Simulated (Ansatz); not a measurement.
Consider ZrIr₂ in the cubic Laves (MgCu2 type) structure (space group Fd-3m, No. 227; a = 7.346 Å). Axes: x, y, z lie along the cube axes.

Level of theory: PBEsol/PAW in Ansatz (an electronic-structure program), scalar-relativistic without spin-orbit coupling.

Strains are applied to the cell and any free atomic positions relax; under biaxial strain the out-of-plane vector relaxes too.

One change was made to it. Results:

The energy rises by 14 meV/atom; the volume per atom shrinks by 0.33 Å³, from 16.52 Å³ to 16.19 Å³; the band gap is still zero; the pressure (mean of the normal stresses, compression positive) goes from zero to 5.9 GPa.

Which of these changes matches the shifts?
A. biaxial strain −1.66 %, plane normal [001], relaxed out of plane
B. isotropic strain +1.22 %
C. biaxial strain −1.58 %, plane normal [110], relaxed out of plane

C, biaxial strain −1.58 %, plane normal [110], relaxed out of plane. For comparison, the energy relative to the base in the other runs: isotropic strain +1.22 % gives +18 meV/atom; biaxial strain −1.66 %, plane normal [001], relaxed out of plane gives +13 meV/atom.

Without a gap, meshes like the base's 11×11×11 leave anisotropic stresses uncertain by several tenths of a GPa, and small strain energies with them. No phonon test of stability was made. The final runs are not spin-polarised.
